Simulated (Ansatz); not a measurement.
## Ca₂BeN₂ (model structure, started from the Ca2ZnN2 type, I4/mmm, No. 139, 5 atoms in the cell)

Calculation: PBEsol in Ansatz (PAW).

Numerical settings: plane-wave cutoff 520 eV, 14×14×14 k mesh, Fermi–Dirac smearing 0.01 eV, scalar-relativistic PAW data made under PBE.

Cell (relaxed with PBEsol):

```xyz
5
Lattice="-1.7580 1.7580 5.7302 1.7580 -1.7580 5.7302 1.7580 1.7580 -5.7302" Properties=species:S:1:pos:R:3 pbc="T T T"
Ca     0.0000     0.0000     7.5127
Ca     0.0000     0.0000     3.9477
Be     0.0000     0.0000     0.0000
N      0.0000     0.0000     9.9207
N      0.0000     0.0000     1.5397
```

```
Quantity                                                 Result
-------------------------------------------  ------------------
band gap                                     1.02 eV (indirect)
smallest direct gap on the k points sampled             1.08 eV
```

Note: the relaxation could raise the start's symmetry but not lower it, so the cell can be a saddle point.

Static lattice: no zero-point or thermal effects.

Computing time: very roughly 30 core-seconds.

A model structure was made by putting elements into a prototype or built by hand; it is no filed structure, need not be a known phase, and can be a saddle point held by its symmetry.

Ansatz is a quantum-chemistry and plane-wave program.
